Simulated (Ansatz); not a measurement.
Consider interstitial Na in 2H silicon carbide, charge state +1. Method: PBE, PAW (plane waves to 420 eV; Ansatz, a program for electronic structure).

Settings: 72 host sites, the relaxed PBE lattice, the Γ point alone, smearing 0.01 eV, spin-restricted, no image-charge correction. Static, classical nuclei. The host's phase is taken as given; its stability against other phases was not computed. The charge state is imposed; whether it is stable for some Fermi level was not computed. Sites that were not tried may lie lower.

Barriers: single points on a 2×2×2 k-point mesh shifted by half a step along c at the bands' geometries.

Relaxed starting cell (atoms counted from 1):

```
CELL_PARAMETERS angstrom
      9.27650     0.00000     0.00000
     -4.63825     8.03368     0.00000
      0.00000     0.00000    10.14789
ATOMIC_POSITIONS crystal
  Si 0.22269 0.11121 0.24839
  Si 0.22966 0.11470 0.75493
  Si 0.22276 0.44602 0.24524
  Si 0.22323 0.44695 0.75094
  Si 0.22276 0.77647 0.24524
  Si 0.22322 0.77601 0.75094
  Si 0.55521 0.11091 0.24935
  Si 0.55515 0.11080 0.74980
  Si 0.55521 0.44403 0.24935
  Si 0.55515 0.44409 0.74980
  Si 0.55321 0.77647 0.24524
  Si 0.55229 0.77601 0.75094
  Si 0.88802 0.11121 0.24839
  Si 0.88454 0.11469 0.75493
  Si 0.88832 0.44403 0.24935
  Si 0.88844 0.44408 0.74980
  Si 0.88802 0.77655 0.24839
  Si 0.88454 0.76958 0.75493
  Si 0.11117 0.22283 0.00011
  Si 0.11970 0.23990 0.49024
  Si 0.11029 0.55501 0.99899
  Si 0.11025 0.55499 0.49954
  Si 0.11117 0.88807 0.00011
  Si 0.11970 0.87954 0.49023
  Si 0.44534 0.22254 0.00046
  Si 0.44457 0.22215 0.49954
  Si 0.44423 0.55501 0.99899
  Si 0.44425 0.55499 0.49954
  Si 0.44423 0.88895 0.99899
  Si 0.44425 0.88899 0.49954
  Si 0.77670 0.22254 0.00046
  Si 0.77709 0.22215 0.49954
  Si 0.77670 0.55390 0.00046
  Si 0.77709 0.55467 0.49954
  Si 0.77641 0.88807 0.00011
  Si 0.75934 0.87953 0.49024
  C  0.22211 0.11092 0.43762
  C  0.22243 0.11108 0.94070
  C  0.22587 0.45223 0.43358
  C  0.22211 0.44471 0.93887
  C  0.22587 0.77337 0.43358
  C  0.22211 0.77713 0.93887
  C  0.55493 0.11036 0.43841
  C  0.55518 0.11086 0.93810
  C  0.55493 0.44431 0.43841
  C  0.55518 0.44406 0.93810
  C  0.54701 0.77337 0.43358
  C  0.55453 0.77713 0.93887
  C  0.88832 0.11092 0.43762
  C  0.88816 0.11108 0.94070
  C  0.88888 0.44431 0.43841
  C  0.88838 0.44406 0.93810
  C  0.88832 0.77713 0.43762
  C  0.88816 0.77680 0.94070
  C  0.11089 0.22228 0.18864
  C  0.11410 0.22870 0.68982
  C  0.10979 0.55476 0.18665
  C  0.11084 0.55529 0.68786
  C  0.11089 0.88835 0.18864
  C  0.11410 0.88514 0.68982
  C  0.44467 0.22220 0.18859
  C  0.44593 0.22283 0.68836
  C  0.44448 0.55476 0.18665
  C  0.44395 0.55529 0.68786
  C  0.44448 0.88945 0.18665
  C  0.44395 0.88840 0.68786
  C  0.77704 0.22220 0.18859
  C  0.77641 0.22283 0.68836
  C  0.77704 0.55457 0.18859
  C  0.77640 0.55331 0.68836
  C  0.77696 0.88834 0.18864
  C  0.77054 0.88513 0.68982
  Na 0.99958 0.99965 0.59346
```
Cell charge +1.

End state 1 differs by these moves (Å; atoms that move under 0.08 Å are left out):

```
atom  element     Δx     Δy     Δz
----  -------  -----  -----  -----
2          Si   0.07   0.04  -0.15
14         Si  -0.07   0.04  -0.15
18         Si   0.00  -0.08  -0.15
20         Si   0.00  -0.14   0.08
24         Si  -0.12   0.07   0.08
36         Si   0.12   0.07   0.08
73         Na   0.00   0.00   2.53
```

### Question
What is the computed forward and backward barriers to end state 1 (PBE, PAW)?

### Answer
forward 3.59 eV, backward 3.59 eV; at the saddle point atom 73 has neighbours 3 C at 1.95; 3 Si at 2.08 Å. The check of the saddle point's order was inconclusive, and it lies on a symmetry element of the cell, where a band can be held.
